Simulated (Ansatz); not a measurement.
Cost and result by functional for the surface energy of the (10-13) surface of hcp Re in its 1x1 cell, outermost plane spacing 0.21 Å in the ideal cut, in Ansatz (plane waves, PAW). Single points on the PBE structure, on one kind of machine; costs are rough ratios of the slab run's core time (references not counted) to the cheapest single point. r2SCAN's cost holds its higher cutoff (500 against 420 eV). Differences are taken against r2SCAN for comparison alone: no measured value is at hand, so the table doesn't rank accuracy.

Model: 18-atom slab, 10.4 Å thick at the start (thin: gaps and levels are the slab's own), 14x5x1 mesh, Fermi-Dirac 0.1 eV, dipole correction, all atoms relaxed; held to the part of the start's symmetry that mesh and held atoms allow; no spin, no spin-orbit, no U. These notes are the PBE run's.

| functional | relative cost | surface energy (J/m²) | less r2SCAN (J/m²) |
|---|---|---|---|
| LDA | 1 | 3.78 | 0.31 |
| PBEsol | 1 | 3.68 | 0.21 |
| RPBE | 1 | 3.09 | -0.38 |
| r2SCAN | 2 | 3.47 | 0.00 |
| PBE (the relaxed run's value) | – | 3.30 | -0.18 |

The values span 0.69 J/m², while the single points' costs differ by a factor of roughly 2. Differences are of unrounded values.

Ansatz is an electronic-structure program.
